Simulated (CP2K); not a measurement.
**Short convergence ladders for a (001) slab of Te (cut from a parent of space group no. 152; 3 atoms in the cell)**

```
CELL_PARAMETERS angstrom
      4.43770     0.00000     0.00000
     -2.21885     3.84316     0.00000
      0.00000     0.00000    17.93360
ATOMIC_POSITIONS crystal
  Te 0.00000 0.26300 0.50000
  Te 0.73700 0.73700 0.60967
  Te 0.26300 0.00000 0.39033
```

Base method: CP2K with LDA (Pade form), GPW, DZVP-MOLOPT-SR-GTH basis, GTH-PADE potentials (GTH_POTENTIALS).

Base settings: CUTOFF = 400 Ry; REL_CUTOFF = 50 Ry; SMEAR/METHOD = FERMI_DIRAC; ELECTRONIC_TEMPERATURE = 232.09 K; KPOINTS/SCHEME = MONKHORST-PACK 3 3 1; XC_FUNCTIONAL = PADE; Te/BASIS_SET = DZVP-MOLOPT-SR-GTH-q6; Te/POTENTIAL = GTH-PADE-q6; METHOD = GPW; EPS_DEFAULT = 1e-10.

**The vacuum**

The mesh stays at the base's, so the ladder's end is converged at best in this setting alone.

Only quantities that move along the ladder and can be compared are tabulated; forces are left out, as grid noise moves with the cell.

| vacuum between outermost atoms (Å) | free energy less the last step's (meV/atom) |
|---|---|
| 3.0 | -213.85 |
| 4.0 | -44.50 |
| 5.0 | -6.32 |
| 6.0 | 0.18 |
| 7.0 | 0.49 |
| 8.0 | 0.16 |
| 10.0 | 0.01 |
| 12.0 | 0.00 |
| 14.0 | 0.00 |
| 17.0 | 0.00 |
| 20.0 | 0.00 |
| 25.0 | 0.00 |
| 30.0 | 0.00 |

Smallest vacuum between outermost atoms (Å) that holds the free energy within 2 meV/atom of the last step, with all finer ones: 6.0; the step before is off by 6.3 meV/atom.

**The k-point mesh**

Moved along: GAMMA_CENTERED.

Only quantities that move along the ladder and can be compared are tabulated.

```csv
KPOINTS/SCHEME,free energy less the last step's (meV/atom),largest difference of a force vector from the last step's (eV/Å)
MONKHORST-PACK 2 2 1,155.24,0.627
MONKHORST-PACK 3 3 1,-15.41,0.092
MONKHORST-PACK 4 4 1,4.46,0.165
MONKHORST-PACK 5 5 1,7.06,0.118
MONKHORST-PACK 6 6 1,4.12,0.062
MONKHORST-PACK 7 7 1,1.81,0.026
MONKHORST-PACK 9 9 1,0.40,0.004
MONKHORST-PACK 10 10 1,0.28,0.003
MONKHORST-PACK 12 12 1,0.18,0.003
MONKHORST-PACK 14 14 1,0.07,0.002
MONKHORST-PACK 16 16 1,0.00,0.000
```

Coarsest KPOINTS/SCHEME that holds the free energy within 5 meV/atom of the last step, with all finer ones: MONKHORST-PACK 6 6 1; the step before is off by 7.1 meV/atom.

Coarsest KPOINTS/SCHEME that holds the forces within 0.02 eV/Å of the last step, with all finer ones: MONKHORST-PACK 9 9 1; the step before is off by 0.026 eV/Å.

On the base run: the starting cell has typed, rounded lattice constants, without a prior relaxation at this level. The slab is cut from that crystal, and its faces are unrelaxed. Its lattice was rescaled by up to half a per cent. Spin polarisation is off, though cut faces can carry moments; a gap of a slab can lie between surface states. Values carry the incompleteness of an atom-centred basis.

Left out of this page: 1 run of the series outside the window shown, repeating another row's setting, or not comparable.
